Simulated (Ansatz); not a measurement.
Here is the system:

```xyz
2
Lattice="0.0000 2.1512 2.0815 2.1512 0.0000 2.0815 2.1512 2.1512 0.0000" Properties=species:S:1:pos:R:3 pbc="T T T"
Mg     0.0000     0.0000     0.0000
O      2.1512     2.1512     2.0815
```

Calculation: r2SCAN, rigid bands (plane waves, PAW, scalar-relativistic; Ansatz, a quantum-chemistry and plane-wave program). Condition of this run: biaxial stress in (001) of -6 GPa (compression positive) (the target of the relaxation). How the cell was made: cell and atoms relaxed with PBEsol, then loaded as said.

Q: What conductivity effective mass do dilute holes have at 300 K?

A: 2.1 (x), 2.1 (y), 2.1 (z) mₑ.

Q: What conductivity effective mass do dilute electrons have at 300 K?

A: 0.35 (x), 0.35 (y), 0.38 (z) mₑ.

Q: And the band gap?

A: 5.29 eV at this level; semilocal functionals usually fall short of the measured gap.

Rigid bands, one relaxation time for all states, no polarons. Spin-orbit coupling is left out. Geometry: cell and atoms relaxed with PBEsol.
